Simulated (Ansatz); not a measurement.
Data:

End structure of H on the 1x1 (111) surface of fcc Ni, ferromagnetic, one in a 2x2 cell, started at the site 'bridge Ni-Ni (span 2.5 Å)':

```yaml
crystal:
  lattice:
    - [4.97715, 0.00000, 0.00000]
    - [-2.48857, 4.31034, 0.00000]
    - [0.00000, 0.00000, 25.50000]
  atoms:
    - { symbol: Ni, position: [0.16667, 0.33333, 0.38155] }
    - { symbol: Ni, position: [0.16667, 0.83333, 0.38155] }
    - { symbol: Ni, position: [0.66667, 0.33333, 0.38155] }
    - { symbol: Ni, position: [0.66667, 0.83333, 0.38155] }
    - { symbol: Ni, position: [0.33333, 0.16667, 0.46024] }
    - { symbol: Ni, position: [0.33333, 0.66667, 0.46024] }
    - { symbol: Ni, position: [0.83333, 0.16667, 0.46024] }
    - { symbol: Ni, position: [0.83333, 0.66667, 0.46024] }
    - { symbol: Ni, position: [0.99995, 0.99997, 0.53956] }
    - { symbol: Ni, position: [0.00014, 0.50007, 0.54040] }
    - { symbol: Ni, position: [0.50008, 0.00005, 0.53956] }
    - { symbol: Ni, position: [0.50008, 0.50003, 0.53956] }
    - { symbol: Ni, position: [0.16570, 0.33418, 0.61936] }
    - { symbol: Ni, position: [0.16570, 0.83152, 0.61936] }
    - { symbol: Ni, position: [0.66873, 0.33437, 0.61935] }
    - { symbol: Ni, position: [0.66653, 0.83326, 0.61794] }
    - { symbol: H, position: [0.33430, 0.16715, 0.65472] }
```

Slab: 17 atoms, 6.0 Å thick at the start under the adsorbate (thin: gaps and levels are the slab's own); k 7x7x1, smearing 0.1 eV, dipole-corrected; 8 atoms held, the rest relaxed; start symmetry kept, larger cells not searched; spin-polarised, no spin-orbit, no U, no dispersion correction. At the end it is bonded to 3 Ni. In PBE it is, or lies within 0.03 eV of, the lowest of the starts that converged.

A negative adsorption energy means that the adsorbate is more stable on the surface than in its reference.

What work function of the top face does Ansatz (a quantum-chemistry and plane-wave program) with PBE give?

5.10 eV

Estimate the adsorption energy against ½ H2(g) that PBE returns for this input.

-0.56 eV

What change of the work function does PBE give?

0.026 eV

Estimate the change of the step from the bottom to the top vacuum level, against the clean slab that PBE returns for this input.

0.037 eV
